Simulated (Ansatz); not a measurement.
# Effect of uniaxial strain ε_xx = −1.50 % on SiC

Consider SiC (space group P6_3mc, No. 186; a = 3.058 Å, c = 10.012 Å). Axes: x lies along a and z along c of the hexagonal cell.

Modification: the cell is compressed by 1.50 % along x with no lateral relaxation, atoms relaxed at fixed cell.

The values are results of plane-wave PAW DFT at the LDA level (Ansatz, a program for electronic structure, 420 eV), no spin-orbit coupling, not measurements. k-mesh 12×12×4 (Γ-centred); smearing 0.05 eV (Fermi–Dirac).

The space group goes from P6_3mc (No. 186) to Cmc2_1 (No. 36) and the shortest interatomic distance decreases by 0.013 Å (1.871 Å → 1.858 Å). The energy goes up by 3.8 meV/atom and the pressure (mean of the normal stresses, compression positive) goes from zero to 3.59 GPa. The band gap falls by 0.15 eV, from 2.18 eV to 2.03 eV and the gap character is indirect, Γ → S. The smallest direct gap drops by 0.096 eV (3.31 eV → 3.22 eV) and the valence-band top at Γ (three highest levels, from the VBM) becomes 0.00, -0.14, -0.20 eV (base: 0.00, 0.00, -0.05 eV). The largest internal atomic displacement comes out as 0.013 Å and the stress (xx, yy, zz, yz, xz, xy; compression positive) amounts to (8.03, 1.82, 0.93, 0.00, 0.00, 0.00) GPa.

Final structure:

```
SiC
1.0
    3.01258     0.00000     0.00000
   -1.50629     2.64870     0.00000
    0.00000     0.00000    10.01200
Si C
4 4
Direct
  0.00099   0.00198   0.50009
  0.99901   0.99802   0.00009
  0.33195   0.66389   0.25004
  0.66805   0.33611   0.75004
  0.00004   0.00008   0.31305
  0.99996   0.99992   0.81305
  0.33087   0.66174   0.06245
  0.66913   0.33826   0.56245
```

Stability against distortions was not tested. k-point labels follow each cell's own Brillouin zone.
